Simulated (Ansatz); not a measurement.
The reference is MoTe₂ (space group P6_3/mmc, No. 194; a = 3.497 Å, c = 13.696 Å; layered, stacked along the Cartesian z axis). Axes: x lies along a and z along c of the hexagonal cell.

Level of theory: PBE-D3(BJ) (Ansatz, an electronic-structure program, PAW, spin-orbit coupling left out).

Modification: the cell is stretched by 3.00 % along z with no lateral relaxation; the atoms relax in the strained cell.

### Question
Predict the stress tensor and what it implies for the stiffness.

### Answer
Stress of the strained cell less that of the base (GPa, compression positive):
```
  -0.33    0.00    0.00
   0.00   -0.33    0.00
   0.00    0.00   -1.51
```

Then −Δσ_ii/ε with ε = 0.0300 gives secant stiffness values (nonlinear terms included at this strain): C33 ≈ 50 GPa, C13 ≈ 11 GPa and C23 ≈ 11 GPa.

Whether these cells are dynamically stable was not tested. The D3 term's C6 switches between coordination references near this geometry, which can add small steps to energies.
